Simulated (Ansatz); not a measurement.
**What isotropic strain +5.47 % does to ScIr**

Consider ScIr in the CsCl type structure (space group Pm-3m, No. 221; a = 3.1892 Å; relaxed with 0.1 eV smearing).

The change: an isotropic linear strain of +5.47 %, atoms relaxed at fixed cell.

Computed with PBEsol (Ansatz, an electronic-structure program), no spin-orbit coupling. k-mesh 18×18×18 (Γ-centred); smearing 0.1 eV (Fermi–Dirac).

```json
[
 {"quantity": "volume per atom", "base": "16.22 Å³", "changed": "19.03 Å³", "shift": "+2.81 Å³"},
 {"quantity": "space group", "base": "Pm-3m (No. 221)", "changed": "Pm-3m (No. 221)", "shift": "–"},
 {"quantity": "shortest interatomic distance", "base": "2.762 Å", "changed": "2.913 Å", "shift": "+0.151 Å"},
 {"quantity": "energy relative to the base (free energy F)", "base": "0 meV/atom", "changed": "+0.207 eV/atom", "shift": "+0.207 eV/atom"},
 {"quantity": "pressure", "base": "0.0 GPa", "changed": "-20.4 GPa", "shift": "-20.4 GPa"},
 {"quantity": "band gap", "base": "zero", "changed": "zero", "shift": "–"}
]
```

With Ir present, leaving out spin-orbit coupling can change the band edges. No phonon test of stability was made. The final runs are not spin-polarised.
